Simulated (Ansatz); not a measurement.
Base system: GaN in the zinc blende structure (space group F-43m, No. 216; a = 4.4979 Å). Axes: x, y, z lie along the cube axes.

Computed with DFT with r2SCAN, PAW potentials and a 500 eV plane-wave cutoff in Ansatz (a first-principles code), spin-orbit coupling left out.

Strains are applied to the cell and any free atomic positions relax.

One change was made to it. Results:

| quantity | base | after |
|---|---|---|
| gap character | direct at Γ | direct at Γ |
| band gap | 2.17 eV | 1.92 eV |
| valence-band top at Γ (three highest levels, from the VBM) | 0.00, 0.00, 0.00 eV | 0.00, 0.00, -0.14 eV |

Problem. What was done to the base?
A) uniaxial strain ε_zz = +1.50 %
B) uniaxial strain ε_zz = +2.50 %
C) uniaxial strain ε_zz = +0.50 %
D) uniaxial strain ε_zz = +1.00 %
E) uniaxial strain ε_zz = +3.00 %

Solution. E, uniaxial strain ε_zz = +3.00 %. For comparison, the band gap in the other runs: uniaxial strain ε_zz = +2.50 % gives 1.96 eV; uniaxial strain ε_zz = +1.00 % gives 2.09 eV; uniaxial strain ε_zz = +0.50 % gives 2.13 eV; uniaxial strain ε_zz = +1.50 % gives 2.04 eV.

No phonon test of stability was made. This is not the structure that GaN has at room temperature and ambient pressure. Labels are those of the standard path for the cell's own space group.
